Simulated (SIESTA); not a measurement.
**Input and output of a self-consistent single point for Pt₃Ti (Pm-3m, 4 atoms in the cell) (SIESTA)**

Method: GGA PBE, numerical atomic orbitals DZP, PseudoDojo PBE standard norm-conserving potentials (rewritten from UPF to PSML) (SIESTA 5.4.2).

Input as run:

```
# files in the folder: Ti.psml Pt.psml (PseudoDojo PBE standard)
SystemName  Pt3Ti
SystemLabel pt3ti

NumberOfAtoms                4
NumberOfSpecies              2
%block ChemicalSpeciesLabel
  1 22 Ti
  2 78 Pt
%endblock ChemicalSpeciesLabel
LatticeConstant              1.0 Ang
%block LatticeVectors
     3.920000000    0.000000000    0.000000000
     0.000000000    3.920000000    0.000000000
     0.000000000    0.000000000    3.920000000
%endblock LatticeVectors
AtomicCoordinatesFormat      Ang
%block AtomicCoordinatesAndAtomicSpecies
     0.000000000    0.000000000    0.000000000  1
     0.000000000    1.960000000    1.960000000  2
     1.960000000    0.000000000    1.960000000  2
     1.960000000    1.960000000    0.000000000  2
%endblock AtomicCoordinatesAndAtomicSpecies

XC.functional                GGA
XC.authors                   PBE
PAO.BasisSize                DZP
PAO.EnergyShift              0.01 Ry
MeshCutoff                   400 Ry
%block kgrid.MonkhorstPack
    6   0   0  0.0
    0   6   0  0.0
    0   0   6  0.0
%endblock kgrid.MonkhorstPack
OccupationFunction           FD
ElectronicTemperature        0.1 eV

MaxSCFIterations             150
SCF.Mixer.Method             Pulay
SCF.Mixer.Weight             0.25
SCF.Mixer.History            6
SCF.DM.Tolerance             1.0E-04
Diag.ParallelOverK           true
WriteForces                  true
```

Log, with long lists cut:

```
reinit: Reading from file input.fdf

reinit: System Name: Pt3Ti
reinit: System Label: pt3ti

coor:   Atomic-coordinates input format  =     Cartesian coordinates
coor:                                          (in Angstroms)

siesta: Atomic coordinates (Bohr) and species
siesta:      0.00000   0.00000   0.00000  1        1
siesta:      0.00000   3.70386   3.70386  2        2
siesta:      3.70386   0.00000   3.70386  2        3
siesta:      3.70386   3.70386   0.00000  2        4

siesta: System type = bulk

initatomlists: Number of atoms, orbitals, and projectors:      4    76   114

siesta: ******************** Simulation parameters ****************************
redata: Spin configuration                          = none
redata: Time-Reversal Symmetry                      = T
redata: Number of Atomic Species                    =        2
redata: Mesh Cutoff                                 =   400.0000 Ry
redata: Net charge of the system                    =     0.0000 |e|
redata: Min. number of SCF Iter                     =        0
redata: Max. number of SCF Iter                     =      150
redata: SCF convergence failure will abort job
redata: SCF mix quantity                            = Hamiltonian
redata: Mix DM or H after convergence               =   F
redata: Recompute H after scf cycle                 =   F
redata: Mix DM in first SCF step                    =   T
redata: No kicks to SCF
redata: DM Mixing Weight for Kicks                  =     0.5000
redata: Require Harris convergence for SCF          =   F
redata: Harris energy tolerance for SCF             =     0.000100 eV
redata: Require DM convergence for SCF              =   T
redata: DM tolerance for SCF                        =     0.000100
redata: Require EDM convergence for SCF             =   F
redata: EDM tolerance for SCF                       =     0.001000 eV
redata: Require H convergence for SCF               =   T
redata: Hamiltonian tolerance for SCF               =     0.001000 eV
redata: Require (free) Energy convergence for SCF   =   F
redata: (free) Energy tolerance for SCF             =     0.000100 eV
redata: Using DFT-D3 dispersion                     =   F
redata: Using Saved Data (generic)                  =   F
redata: Method of Calculation                       = Diagonalization
redata: Electronic Temperature                      =  1160.4518 K
redata: Number of TDED substeps                     =        3
redata: Dynamics option                             = Single-point calculation
redata: Save all siesta data in one NC              =   F
redata: ***********************************************************************

%block SCF.Mixers
  Pulay
%endblock SCF.Mixers

%block SCF.Mixer.Pulay
  # Mixing method
  method pulay
  variant stable

  # Mixing options
  weight 0.2500
  weight.linear 0.2500
  history 6
%endblock SCF.Mixer.Pulay

DM_history_depth set to one: no extrapolation allowed by default for geometry relaxation
Size of DM history Fstack: 1
Total number of electrons:    66.000000
Total ionic charge:    66.000000

* ProcessorY, Blocksize:    1  64

* Orbital distribution balance (max,min):    76    76

k-point displ. along   1 input, could be:     0.00    0.50
k-point displ. along   2 input, could be:     0.00    0.50
k-point displ. along   3 input, could be:     0.00    0.50
 Kpoints in:          144 . Kpoints trimmed:          132

siesta: k-grid: Number of k-points = 132
siesta: k-points from Monkhorst-Pack grid
siesta: k-cutoff (effective) =    11.760 Ang
siesta: k-point supercell and displacements
siesta: k-grid:     6     0     0      0.000
siesta: k-grid:     0     6     0      0.000
siesta: k-grid:     0     0     6      0.000

diag: Algorithm                                     = D&C
diag: Parallel over k                               =   F
diag: Use parallel 2D distribution                  =   F
diag: Parallel block-size                           = 64
diag: Parallel distribution                         =     1 x     1
diag: Used triangular part                          = Lower
diag: Absolute tolerance                            =  0.100E-15
diag: Orthogonalization factor                      =  0.100E-05
diag: Memory factor                                 =  1.0000

superc: Internal auxiliary supercell:     5 x     5 x     5  =     125
superc: Number of atoms, orbitals, and projectors:    500   9500  14250

                        Single-point calculation

superc: Internal auxiliary supercell:     5 x     5 x     5  =     125
superc: Number of atoms, orbitals, and projectors:    500   9500  14250

outcell: Unit cell vectors (Ang):
        3.920000    0.000000    0.000000
        0.000000    3.920000    0.000000
        0.000000    0.000000    3.920000

outcell: Cell vector modules (Ang)   :    3.920000    3.920000    3.920000
outcell: Cell angles (23,13,12) (deg):     90.0000     90.0000     90.0000
outcell: Cell volume (Ang**3)        :     60.2363
new_DM -- step:     1
Initializing Density Matrix...

Attempting to read DM from file... Failed...
DM filled with atomic data:

InitMesh: MESH = 48 x 48 x 48 = 110592
InitMesh: Mesh cutoff (required, used) =   400.000   414.393 Ry

stepf: Fermi-Dirac step function

        iscf     Eharris(eV)        E_KS(eV)     FreeEng(eV)     dDmax    Ef(eV) dHmax(eV)
   scf:    1   -12059.194989   -12208.668945   -12208.827699  1.248284 -0.737593 29.317217
   scf:    2   -12157.778917   -12253.030705   -12253.046821  1.414366 -1.638314 29.236871
   scf:    3   -12277.623422   -12266.728415   -12266.735393  0.223092 -1.637063 17.985980
   scf:    4   -10641.462940   -11757.939058   -11758.159381  1.369108 -3.038918124.404849
   scf:    5   -12348.461857   -12274.373637   -12274.471695  1.288799 -2.255498  4.013171
   scf:    6   -12263.303035   -12272.230864   -12272.239646  0.236186 -2.058198  9.661647
   [... 3 lines left out ...]
   scf:   10   -12275.243420   -12275.372221   -12275.438652  0.046068 -2.374431  0.554416
   scf:   11   -12275.393841   -12275.391959   -12275.453181  0.012741 -2.372740  0.094352
   scf:   12   -12275.391118   -12275.391660   -12275.453525  0.001154 -2.374523  0.011567
   scf:   13   -12275.391412   -12275.391541   -12275.453529  0.000274 -2.374972  0.004830
   scf:   14   -12275.391622   -12275.391582   -12275.453530  0.000079 -2.374842  0.000440

SCF Convergence by DM+H criterion
max |DM_out - DM_in|         :     0.0000794613
max |H_out - H_in|      (eV) :     0.0004396324
SCF cycle converged after 14 iterations

Using DM_out to compute the final energy and forces

siesta: E_KS(eV) =           -12275.3916

siesta: E_KS - E_eggbox =    -12275.3916

siesta: Atomic forces (eV/Ang):
     1   -0.000000   -0.000000   -0.000000
     2    0.000000    0.000000   -0.000000
     3    0.000000    0.000000   -0.000000
     4   -0.000000   -0.000000    0.000000
   Tot    0.000000    0.000000   -0.000000
   Max    0.000000
   Res    0.000000    sqrt( Sum f_i^2 / 3N )
   Max    0.000000    constrained

Stress tensor Voigt[x,y,z,yz,xz,xy] (kbar):      -21.78      -21.78      -21.78        0.00       -0.00        0.00
(Free)E + p*V (eV/cell)   -12274.6346
Target enthalpy (eV/cell)   -12275.4535

siesta: Program's energy decomposition (eV):
siesta: Ebs     =     -2171.626407
siesta: Eions   =     17048.360357
siesta: Ena     =      2455.917274
siesta: Ekin    =      3672.086758
siesta: Enl     =       665.089084
siesta: Eso     =         0.000000
siesta: Edftu   =         0.000000
siesta: DEna    =       152.900703
siesta: DUscf   =         5.154315
siesta: DUext   =         0.000000
siesta: Ex      =     -2043.491449
siesta: Ec      =      -134.687910
siesta: Exc     =     -2178.179360
siesta: Eharris =    -12275.391622
siesta: Etot    =    -12275.391582
siesta: FreeEng =    -12275.453530

siesta: Stress tensor (static) (eV/Ang**3):
siesta:    -0.013595    0.000000   -0.000000
siesta:     0.000000   -0.013595    0.000000
siesta:    -0.000000    0.000000   -0.013595

siesta: Cell volume =         60.236288 Ang**3

siesta: Pressure (static):
siesta:                Solid            Molecule  Units
siesta:           0.00014807          0.00014807  Ry/Bohr**3
siesta:           0.01359498          0.01359498  eV/Ang**3
siesta:          21.78155753         21.78155753  kBar
```

The run converged in 14 iterations.

The starting cell has typed, rounded lattice constants, without a prior relaxation at this level. Spin polarisation is off. Values carry the incompleteness of an atom-centred basis.

Cost on one core of a shared machine: roughly 50 s.
